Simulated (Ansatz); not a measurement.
TiS2, response to strain

The reference is TiS$_{2}$ in the CdI2 type structure (space group P-3m1, No. 164; a = 3.359 Å, c = 5.520 Å; layered, stacked along the Cartesian z axis; relaxed with 0.1 eV smearing). Axes: x lies along a and z along c of the hexagonal cell.

Strains are applied to the cell and any free atomic positions relax; under biaxial strain the out-of-plane vector relaxes too.

Level of theory: plane-wave PAW DFT at the PBE-D3(BJ) level (Ansatz, an electronic-structure program, 420 eV), no SOC.

Notes on the quantities. pressure: mean of the normal stresses, compression positive.

```json
[
 {"case": "base", "pressure": "0.0 GPa", "shortest interatomic distance": "2.409 Å", "band gap": "zero"},
 {"case": "biaxial strain −4.76 %, plane normal [001], relaxed out of plane", "pressure": "6.1 GPa", "shortest interatomic distance": "2.377 Å", "band gap": "zero"},
 {"case": "biaxial strain −4.68 %, plane normal [001], relaxed out of plane", "pressure": "6.0 GPa", "shortest interatomic distance": "2.378 Å", "band gap": "zero"},
 {"case": "biaxial strain +0.23 %, plane normal [001], relaxed out of plane", "pressure": "-0.3 GPa", "shortest interatomic distance": "2.411 Å", "band gap": "zero"},
 {"case": "biaxial strain +1.72 %, plane normal [001], relaxed out of plane", "pressure": "-1.8 GPa", "shortest interatomic distance": "2.422 Å", "band gap": "zero"},
 {"case": "isotropic strain −2.63 %", "pressure": "4.8 GPa", "shortest interatomic distance": "2.384 Å", "band gap": "zero"},
 {"case": "isotropic strain +1.88 %", "pressure": "(withheld)", "shortest interatomic distance": "2.426 Å", "band gap": "zero"},
 {"case": "isotropic strain +4.31 %", "pressure": "-4.9 GPa", "shortest interatomic distance": "2.448 Å", "band gap": "0.14 eV"},
 {"case": "uniaxial strain ε_zz = +2.45 %", "pressure": "-0.5 GPa", "shortest interatomic distance": "2.412 Å", "band gap": "zero"},
 {"case": "uniaxial strain ε_zz = +3.39 %", "pressure": "-0.7 GPa", "shortest interatomic distance": "2.413 Å", "band gap": "zero"}
]
```

Question: Some entries are withheld; estimate them.

Answer: 
- isotropic strain +1.88 %, pressure: -2.5 GPa

Stability against distortions was not tested. The final runs are not spin-polarised. A zero or small gap of TiS2 can be the functional's error rather than a property of the material.
